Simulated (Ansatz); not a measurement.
Given:

```xyz
2
Lattice="0.0000 2.0900 2.0900 2.0900 0.0000 2.0900 2.0900 2.0900 0.0000" Properties=species:S:1:pos:R:3 pbc="T T T"
Mg     0.0000     0.0000     0.0000
O      2.0900     2.0900     2.0900
```

No spin polarisation.

All numbers come from LDA in Ansatz (plane waves to 420 eV, PAW, without spin-orbit coupling). Settings: 14×14×14 k-points, 0.05 eV Fermi–Dirac smearing.

### Question
Predict the electron mass.

### Answer
0.36 mₑ (at Γ).

### Question
Estimate the band gap.

### Answer
4.88 eV.

### Question
What is the computed pressure?

### Answer
-2.51 GPa.

The cells carry an imposed strain or load. Effective masses come from finite differences of ±0.01 Å⁻¹. Whether these cells are dynamically stable was not tested. The cell was made from MgO in the rock salt structure (space group Fm-3m, No. 225) by this change: isotropic strain +0.50 %.

Ansatz is a quantum-chemistry and plane-wave program.
